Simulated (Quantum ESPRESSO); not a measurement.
Input and output of a self-consistent single point for CsHgCl₃ (P1, 5 atoms in the cell) (Quantum ESPRESSO).

Method: PBEsol, GBRV 1.5 ultrasoft (PBESOL) pseudopotentials (plane waves; Quantum ESPRESSO).

```
CELL_PARAMETERS angstrom
      3.81307     2.20148     3.12669
     -3.81307     2.20148     3.12669
      0.00000    -4.40296     3.12669
ATOMIC_POSITIONS crystal
  Cs 0.00737 0.01030 0.01662
  Hg 0.51616 0.51996 0.51534
  Cl 0.51736 0.51243 0.01474
  Cl 0.01455 0.51683 0.51900
  Cl 0.52254 0.01846 0.51230
```

Reference input (self-consistent single point, DFT, PBEsol, plane waves, GBRV 1.5 ultrasoft (PBESOL) pseudopotentials): ecutwfc = 40 Ry; ecutrho = 200 Ry; occupations = smearing; smearing = fd; degauss = 0.0073499 Ry; potentials = {Cs: cs_pbesol_v1.uspp.F.UPF, Hg: hg_pbesol_v1.uspp.F.UPF, Cl: cl_pbesol_v1.4.uspp.F.UPF}; K_POINTS = automatic 5 5 5 0 0 0; conv_thr = 1e-11 Ry; mixing_beta = 0.3. This run's input differs from it in these lines:

```diff
@@ -15,3 +15,3 @@
  occupations = 'smearing',
- smearing = 'fd',
+ smearing = 'mp',
  degauss = 0.0073499,
```

Output, abridged:

```
     Self-consistent Calculation

     iteration #  1     ecut=    40.00 Ry     beta= 0.30

---- Real-time Memory Report at c_bands before calling an iterative solver
           202 MiB given to the printing process from OS
           149 MiB allocation reported by mallinfo(arena+hblkhd)
------------------

     Threshold (ethr) on eigenvalues was too large:
     Diagonalizing with lowered threshold

---- Real-time Memory Report at c_bands before calling an iterative solver
           323 MiB given to the printing process from OS
           160 MiB allocation reported by mallinfo(arena+hblkhd)
------------------

   [... lines left out ...]

     negative rho (up, down):  4.469E-02 0.000E+00

     total energy              =    -270.45899573 Ry
     estimated scf accuracy    <          1.7E-11 Ry

     iteration # 14     ecut=    40.00 Ry     beta= 0.30

---- Real-time Memory Report at c_bands before calling an iterative solver
           340 MiB given to the printing process from OS
           176 MiB allocation reported by mallinfo(arena+hblkhd)
------------------
     Minimization algorithm failed to find Fermi energy: reverting to bisection
     Possible cause: smearing is larger than the electronic band-gap.

     negative rho (up, down):  4.469E-02 0.000E+00
     End of self-consistent calculation

     the Fermi energy is     2.8997 ev

!    total energy              =    -270.45899573 Ry
     estimated scf accuracy    <          1.3E-12 Ry
     smearing contrib. (-TS)   =       0.00009372 Ry
     internal energy E=F+TS    =    -270.45908945 Ry

     convergence has been achieved in  14 iterations

     negative rho (up, down):  4.469E-02 0.000E+00

     Forces acting on atoms (cartesian axes, Ry/au):

     atom    1 type  1   force =     0.00010536    0.00057761    0.00059531
     atom    2 type  2   force =    -0.00063320   -0.00048021   -0.00107322
     atom    3 type  3   force =    -0.00080598   -0.00053266    0.00027996
     atom    4 type  3   force =     0.00154950    0.00132103    0.00112406
     atom    5 type  3   force =    -0.00021568   -0.00088578   -0.00092611

     Total force =     0.003255     Total SCF correction =     0.000001

     negative rho (up, down):  4.469E-02 0.000E+00
          total   stress  (Ry/bohr**3)                   (kbar)     P=      -20.07
  -0.00013481   0.00000024   0.00000004          -19.83        0.04        0.01
   0.00000024  -0.00013453   0.00000011            0.04      -19.79        0.02
   0.00000004   0.00000011  -0.00013995            0.01        0.02      -20.59

   JOB DONE.
```

The run converged in 14 iterations. Against the reference run the free energy goes up by 1.9 meV/atom, the pressure moves little (-2.00 to -2.01 GPa) and the largest force stays at 0.060 eV/Å. The full log also holds: “WARNING: integrated charge=    42.00140915, expected=    42.00000000”. The full log also holds: “WARNING: integrated charge=    42.00084545, expected=    42.00000000”.

The starting cell comes from a database of computed structures (which also holds hypothetical and non-ambient phases and stackings), without a prior relaxation at this level. Its atoms were displaced at random from the sites of space group no. 160. The run gives no clean gap (levels at the Fermi energy touch, overlap or are partly filled at this smearing), which alone does not show that the compound is a metal.

Cost on one core of a shared machine: roughly 3 min.
